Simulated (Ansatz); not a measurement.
Consider O vacancy in corundum, neutral cell. These are PBE, PAW (plane waves to 420 eV; Ansatz, an electronic-structure program) values and carry that method's errors.

270-site cell at the relaxed PBE lattice, the Γ point alone, smearing 0.01 eV, spin-restricted, no finite-size correction. Static, classical nuclei. The charge state is imposed; whether it is stable for some Fermi level was not computed. Forms of the defect that were not tried may lie lower.

Barriers: single points on a 2×2×2 k-point mesh shifted by half a step along c at the bands' geometries.

The step: a nearby O atom hops onto the vacant site. Atoms about the jump, Cartesian Å from the middle of the jump, before and after:

```csv
atom,x0,y0,z0,x1,y1,z1
O1,0.37,0.74,1.09,-0.37,-0.74,-1.09
Al2,1.13,-0.75,0.26,1.06,-0.68,0.30
Al3,-1.29,0.64,1.94,-1.21,0.63,1.89
Al4,-1.25,0.56,-1.88,-1.30,0.64,-1.94
Al5,1.11,2.03,-0.24,1.12,2.04,-0.25
O6,-0.56,2.13,-1.09,-0.55,2.13,-1.08
O7,-2.03,-0.85,1.09,-2.03,-0.87,1.09
O8,1.83,0.51,-1.09,1.84,0.54,-1.09
Al9,-1.25,-2.06,-0.30,-1.29,-2.14,-0.24
O10,0.19,-2.13,1.10,0.17,-2.14,1.10
O11,-2.97,0.52,-1.09,-2.96,0.52,-1.09
O12,-2.23,2.03,1.10,-2.21,2.02,1.09
Al13,1.13,-0.75,-2.44,1.11,-0.76,-2.41
O14,1.83,-2.02,-1.09,1.84,-2.02,-1.09
```

Question: Predict the transition state.

Answer: 
```json
[
 {"atom": "O1", "x": "-0.29", "y": "0.14", "z": "-0.02"},
 {"atom": "Al2", "x": "1.18", "y": "-0.82", "z": "0.27"},
 {"atom": "Al3", "x": "-1.22", "y": "0.59", "z": "1.77"},
 {"atom": "Al4", "x": "-1.24", "y": "0.64", "z": "-1.79"},
 {"atom": "Al5", "x": "1.10", "y": "2.00", "z": "-0.29"},
 {"atom": "O6", "x": "-0.55", "y": "2.26", "z": "-1.15"},
 {"atom": "O7", "x": "-2.13", "y": "-0.96", "z": "1.17"},
 {"atom": "O8", "x": "1.89", "y": "0.51", "z": "-1.13"},
 {"atom": "Al9", "x": "-1.34", "y": "-2.16", "z": "-0.18"},
 {"atom": "O10", "x": "0.18", "y": "-2.17", "z": "1.10"},
 {"atom": "O11", "x": "-2.96", "y": "0.52", "z": "-1.07"},
 {"atom": "O12", "x": "-2.22", "y": "2.02", "z": "1.07"},
 {"atom": "Al13", "x": "1.20", "y": "-0.74", "z": "-2.51"},
 {"atom": "O14", "x": "1.82", "y": "-2.00", "z": "-1.09"}
]
```
It lies 4.11 eV above the start and 4.11 eV above the end. The saddle point's order was not checked.
